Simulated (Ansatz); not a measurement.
The parent structure is PbS (space group P6_3/mmc, No. 194; a = 4.9511 Å, c = 5.9161 Å; a hypothetical phase, not in the database extracts checked). Axes: x lies along a and z along c of the hexagonal cell.

One thing is altered: uniaxial stress, 8 GPa compression along x, with the cell and atoms free to relax against it.

Levels (all Ansatz, an electronic-structure program, PAW): PBEsol (420 eV, without spin-orbit coupling); r2SCAN (500 eV, spin-orbit coupling left out).

The geometry is relaxed with PBEsol.

| Property | Result |
|---|---|
| PBEsol band gap | 0.29 eV |
| PBEsol width of the top valence band | 1.80 eV |
| PBEsol gap character | indirect, Y–C₀ (40 % along) → Σ₀–Γ (31 % along) |

With r2SCAN at the same geometry, the band gap rises by 0.28 eV (0.29 eV → 0.57 eV); the width of the top valence band grows by 0.04 eV to 1.84 eV; the gap character remains indirect, Y–C₀ (40 % along) → Σ₀–Γ (31 % along).

Single points use the geometry relaxed with PBEsol. With Pb present, leaving out spin-orbit coupling can change the band edges. Load acts through the strain it causes; cell and atoms are relaxed under it. Stability under load was not tested beyond the relaxation. The base started in P6_3mc and relaxed to P6_3/mmc at this level. Under uniaxial stress, 8 GPa compression along x the cell changed shape so far that it is another structure. The zero or small gap of PbS under uniaxial stress, 8 GPa compression along x can change with the level of theory. Labels are those of the standard path for the cell's own space group.
